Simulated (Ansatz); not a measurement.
System: cubic perovskite BaLiF3. Method: G0W0@HSE06 in Ansatz (hard PAW, contour deformation).

The same calculation (at a fixed cell, not relaxed at this level and not confirmed as the measured one, 12.752 Å³/atom) with different numerical settings; throughout: k mesh 2×2×2:

```csv
run,response cutoff (eV),empty bands,quasiparticle gap on the mesh (eV),quasiparticle gap at Γ (eV),rough time
1,100,266,10.564,10.564,3 core-min
2,150,489,10.656,10.656,7 core-min
3,200,752,10.780,10.780,10 core-min
4,250,1051,10.886,10.886,20 core-min
5,300,1382,10.965,10.965,40 core-min
6,400,2128,11.074,11.074,100 core-min
```

In the column quasiparticle gap on the mesh (eV) the first row differs from the last by -0.510 and the next to last by -0.109.

The last row is no converged limit: other settings stay fixed.

Spin–orbit coupling is not included.

Note: GW on a hybrid start was not checked against another program.

Ansatz is a first-principles code.
